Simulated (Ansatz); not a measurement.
For SiC (model structure, started from the PtS type, P4₂/mmc, No. 131, 4 atoms in the cell), LDA (PAW; Ansatz, a quantum-chemistry and plane-wave program) gives:

* **lattice parameter a**: 2.957 Å
* **c axis length**: 4.903 Å
* **bulk modulus B0**: 192 GPa
* **cohesive energy**: 6.25 eV/atom

### Question
What does r²SCAN (Ansatz, PAW) give for the same quantities?

### Answer

- lattice constant a: 2.989 Å (goes up by 1.1 %)
- lattice parameter c: 4.924 Å (grows by 0.4 %)
- bulk modulus: 186 GPa (shrinks by 3.1 %)
- cohesive energy: 5.19 eV/atom (decreases by 1.06 eV/atom)

Changes are worked out from the printed values.

Unless a cell is named, each level is at its own relaxed cell (LDA 10.72, r²SCAN 11.00 Å³/atom).

Caveats: the bulk modulus is −V dP/dV from two relaxed cells at ±2 % in volume (LDA, r²SCAN). Ansatz's density-functional and Hartree–Fock values are scalar-relativistic unless marked +SOC, with PAW data made under PBE.

A model structure was made by putting elements into a prototype or built by hand; it is no filed structure, need not be a known phase, and can be a saddle point held by its symmetry.
